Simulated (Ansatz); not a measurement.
Consider the following.

```yaml
crystal:
  lattice:
    - [0.00000, 1.87534, 1.87534]
    - [1.87534, 0.00000, 1.87534]
    - [1.87534, 1.87534, 0.00000]
  atoms:
    - { symbol: H, position: [0.00000, 0.00000, 0.00000] }
    - { symbol: Li, position: [0.50000, 0.50000, 0.50000] }
```

No spin polarisation.

Method: Ansatz (a first-principles code), PBE, PAW, cutoff 420 eV, no spin-orbit coupling. Γ-centred 14×14×14 mesh, Fermi–Dirac width 0.05 eV.

Q: Predict the gap character and hole mass.

A: The gap character is direct at X and the hole mass comes out as 0.12 mₑ along k, 2.9 mₑ across (at X).

Load acts through the strain it causes; cell and atoms are relaxed under it. Effective masses come from finite differences of ±0.01 Å⁻¹. Along k means along the line from Γ to the band edge. Stability against distortions was not tested. No other phases were tried under pressure. The cell was made from LiH in the rock salt structure (space group Fm-3m, No. 225) by this change: pressure 10 GPa.
